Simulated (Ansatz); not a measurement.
Base system: BeSe in the zinc blende structure (space group F-43m, No. 216; a = 5.1778 Å).

One thing is altered: cell and atoms relaxed at a pressure of 0.9 GPa.

Level of theory: Kohn–Sham DFT with the PBE functional, run in Ansatz (a first-principles code) with PAW and 420 eV plane waves, spin-orbit coupling left out.

Base, band edges from the VBM (valence, conduction): X -2.58, 2.67; W -3.20, 6.13; L -1.05, 4.27; Γ 0.00, 4.22; K -2.16, 3.78; U -2.16, 3.78 eV.

**Question.** Give the band edges at the high-symmetry points of the new zone, measured from its valence-band maximum.

**Answer.** 
| point | valence edge (eV) | conduction edge (eV) |
|---|---|---|
| Γ | 0.00 | 4.31 |
| X | -2.62 | 2.65 |
| U | -2.19 | 3.77 |
| K | -2.19 | 3.77 |
| L | -1.06 | 4.31 |
| W | -3.25 | 6.14 |

The gap is 2.65 eV, indirect, Γ → X.

Load acts through the strain it causes; cell and atoms are relaxed under it. No phonon test of stability was made.
